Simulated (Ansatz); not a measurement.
Abridged Ansatz (an electronic-structure program) output:

```
Relaxation: its limit of steps is 50 (relax.max_steps)
Pseudopotential: Na, paw, valence charge 9
Crystal: 1 atoms, lattice volume = 37.622 Å³
Basis set: ecut = 500 eV, 951 PW (Γ), exchange–correlation on 108×120×108 points (64 copies of the dense FFT grid, shifted against one another)
Bands: 9, of which v1, the nominal top of the filled ones, is band 5 counted from 1 (4 counted from 0)
Symmetry: 2 space group operations
k-points: 5328 of 10648
Functional: x = r2scan, c = r2scan; τ floored in thin density (d = 2e-4 eV/Å³)
SCF iter   1: F=—  HF=-1488.616557 eV  |F-HF|=—  |Δ(HF+E_count)|=         —  Δρ=6.39e-3  dr2=1.29e-2  dr2_τ=3.04e-4  ethr=1.43e-4  ⟨swp⟩=1.0  Hψ=407290  notcnv=0
SCF iter   2: F=—  HF=-1488.620194 eV  |F-HF|=—  |Δ(HF+E_count)|=   3.64e-3  Δρ=3.50e-3  dr2=6.42e-3  dr2_τ=2.73e-4  ethr=1.43e-4  ⟨swp⟩=3.0  Hψ=93917  notcnv=0
SCF 1 converged in 8 iterations: F = -1488.624199 eV  dr2 = 1.20e-11
relax step   1: F+E_penalty+E_count = -1488.62419918 eV  Δ(F+E_penalty+E_count) = +0.000e0 eV  max|allowed force component| = 0.000e0 eV/Å  Δτ_max = 0.0000 Å  (8 SCF iters, accepted)
Crystal: 1 atoms, lattice volume = 37.622 Å³
SCF iter   1: F=—  HF=-1488.624199 eV  |F-HF|=—  |Δ(HF+E_count)|=         —  Δρ=1.87e-7  dr2=1.20e-11  dr2_τ=1.03e-12  ethr=1.00e-12  ⟨swp⟩=2.0  Hψ=431492  notcnv=0
SCF iter   2: F=-1488.624199 eV  HF=-1488.624199 eV  |F-HF|=4.32e-12  |Δ(HF+E_count)|=  8.41e-12  Δρ=1.25e-7  dr2=6.16e-12  dr2_τ=2.43e-13  ethr=1.00e-12  ⟨swp⟩=3.5  Hψ=120641  notcnv=0
SCF 2 converged in 2 iterations: F = -1488.624199 eV  dr2 = 6.16e-12
SCF converged after 2 iterations
Free energy (F): -1488.624199 eV
Internal energy: -1488.609479 eV  (E = F + TS)
E sigma→0 (E₀):  -1488.616839 eV
Entropy (-TS):   -0.014721 eV (-14.721 meV/atom)
Fermi energy:    1.639224 eV
--- Forces (eV/Å), atoms counted from 1 ---
  atom   1  Na     0.00000000     0.00000000     0.00000000
--- Stress (GPa, compression-positive) ---
        0.001062       0.093317      -0.060649
        0.093317      -0.002745       0.109567
       -0.060649       0.109567       0.080792
  P = ⅓ Tr σ = 0.0264 GPa (0.264 kbar)
--- Relaxed structure (1 steps of the walk, 1 accepted, 0 SCFs on fresh bases) ---
  atoms:
    - { symbol: Na, position: [0.0, 0.0, 0.0] }
```

Task: What was computed, and what are the main results?

Result: Na, 1 atom in the cell, with DFT with r2SCAN, PAW potentials and a 500 eV plane-wave cutoff in Ansatz, spin-orbit coupling left out, earlier PAW set. The last SCF converged to F = -1488.624199 eV, or -1488.6242 eV per atom, at a pressure of 0.03 GPa. The total energy compares only with runs of the same code, potentials and settings.

The cells carry an imposed strain or load. Stability against distortions was not tested. The cell was made from Na in the bcc (W type) structure (space group Im-3m, No. 229) by this change: strain tensor (xx, yy, zz, yz, xz, xy) = (+1.12, +1.28, −2.64, −0.92, +0.54, −0.70) %.

Keys are those of Ansatz 0.2.
